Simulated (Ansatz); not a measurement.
Defect: C-vacancy pair (C on one host N site, one N site vacant) in wurtzite GaN, neutral cell. All values below come from PBE, PAW (plane waves to 420 eV; Ansatz, a quantum-chemistry and plane-wave program).

Settings: 72 host sites, the relaxed PBE lattice, one k-point at (0.125, 0.250, 0.250), smearing 0.01 eV, spin-restricted, no image-charge correction. No zero-point or tunnelling terms. The charge state is imposed; whether it is stable for some Fermi level was not computed. Forms of the defect that were not tried may lie lower.

Barriers: single points on a 2×2×2 k-point mesh shifted by half a step along c at the bands' geometries (they differ from the bands' own by up to 0.22 eV, and are uncertain by about as much).

The step: a nearby N atom hops onto the vacant site (C-vacancy distance between ideal sites 3.21 Å throughout). Atoms about the jump, Cartesian Å from the middle of the jump, before and after:

```json
[
 {"atom": "N1", "x0": "1.62", "y0": "0.00", "z0": "0.00", "x1": "-1.62", "y1": "0.00", "z1": "0.00"},
 {"atom": "Ga2", "x0": "0.09", "y0": "-0.99", "z0": "0.73", "x1": "-0.11", "y1": "-1.00", "z1": "0.74"},
 {"atom": "Ga3", "x0": "1.61", "y0": "0.00", "z0": "-1.96", "x1": "1.62", "y1": "0.00", "z1": "-1.92"},
 {"atom": "Ga4", "x0": "-1.62", "y0": "0.00", "z0": "-1.92", "x1": "-1.62", "y1": "0.00", "z1": "-1.96"},
 {"atom": "Ga5", "x0": "-1.62", "y0": "1.85", "z0": "0.69", "x1": "-1.61", "y1": "1.84", "z1": "0.70"},
 {"atom": "Ga6", "x0": "1.61", "y0": "1.85", "z0": "0.70", "x1": "1.62", "y1": "1.84", "z1": "0.69"},
 {"atom": "N7", "x0": "-0.01", "y0": "2.77", "z0": "0.04", "x1": "0.01", "y1": "2.76", "z1": "0.04"},
 {"atom": "N8", "x0": "-0.01", "y0": "-0.93", "z0": "-2.57", "x1": "0.01", "y1": "-0.92", "z1": "-2.57"},
 {"atom": "Ga9", "x0": "0.00", "y0": "2.79", "z0": "-1.93", "x1": "-0.01", "y1": "2.79", "z1": "-1.94"},
 {"atom": "N10", "x0": "-1.61", "y0": "1.85", "z0": "-2.56", "x1": "-1.61", "y1": "1.86", "z1": "-2.59"},
 {"atom": "N11", "x0": "1.60", "y0": "1.86", "z0": "-2.59", "x1": "1.61", "y1": "1.85", "z1": "-2.56"},
 {"atom": "C12", "x0": "-0.01", "y0": "-0.93", "z0": "2.65", "x1": "0.01", "y1": "-0.92", "z1": "2.66"}
]
```

**Question.** Where do these atoms stand at the saddle point, and how high is it?

**Answer.** 
```csv
atom,x,y,z
N1,0.00,0.36,-0.24
Ga2,-0.03,-1.18,0.83
Ga3,1.48,0.02,-1.92
Ga4,-1.49,0.02,-1.92
Ga5,-1.48,1.83,0.65
Ga6,1.49,1.84,0.66
N7,0.00,2.98,0.04
N8,-0.01,-1.02,-2.67
Ga9,0.00,2.85,-1.92
N10,-1.59,1.87,-2.57
N11,1.58,1.87,-2.57
C12,-0.01,-1.03,2.71
```
It lies 3.64 eV above the start and 3.64 eV above the end. The saddle point's order was not checked, and it lies on a symmetry element of the cell, where a band can be held.
